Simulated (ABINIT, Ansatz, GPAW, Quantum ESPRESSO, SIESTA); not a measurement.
Code comparison for Au (Fm-3m, 1 atom in the cell)

Self-consistent single point, at a second geometry (lattice scaled by 0.98). First geometry:

```xyz
1
Lattice="0.0000 2.1169 2.1169 2.1169 0.0000 2.1169 2.1169 2.1169 0.0000" Properties=species:S:1:pos:R:3 pbc="T T T"
Au     0.0000     0.0000     0.0000
```

Shared settings, as Ansatz (an electronic-structure program) writes them: kpoints.mp_grid.grid = 13 13 13; scf.occupations.method = gaussian; scf.occupations.width = 0.136 eV. Potentials and cutoffs stand in the table.

| code | model | ΔF from the first geometry (meV/atom) | pressure (GPa) | cutoff |
|---|---|---|---|---|
| Ansatz | PBE, default PAW files | -22.5 | 0.57 | 420 eV |
| SIESTA | GGA PBE, numerical atomic orbitals TZP, PseudoDojo PBE standard norm-conserving potentials (rewritten from UPF to PSML) | -46.0 | -2.82 | grid 400 Ry |
| GPAW | PBE, GPAW PAW datasets PBE (gpaw-data 1.0.1) | -10.9 | 2.49 | 600 eV |
| Quantum ESPRESSO | PBE, GBRV 1.5 ultrasoft (PBE) pseudopotentials | -24.4 | 0.27 | 40 Ry |
| ABINIT | PBE, PAW (JTH v2.0 PBE PAW) | -21.3 | 0.78 | 26 Ha |

On Ansatz's run: spin-orbit coupling is off.

The spread over the programs that give each value: ΔF from the first geometry within 35.1 meV/atom; pressure within 5.31 GPa.

SIESTA uses small atom-centred bases, whose incompleteness enters pressures, forces and empty levels differently from a plane-wave cutoff. Ansatz's pressure is given at a fixed set of plane waves, as the other plane-wave codes print theirs; with its correction for the finite basis it is 0.62 GPa. In the pressure, SIESTA (by 3.49) and GPAW (by 1.82) lie more than 1 GPa from the median of the plane-wave programs.

The starting cell comes from a database of computed structures (which also holds hypothetical and non-ambient phases and stackings), without a prior relaxation at this level. Its lattice was rescaled by a random factor within 2.5 % of one. For this run, on top of that: lattice scaled by 0.98.

Left out of this page: Elk and FLEUR (not drawn, or without a comparable value).

Keys are those of Ansatz 0.2.
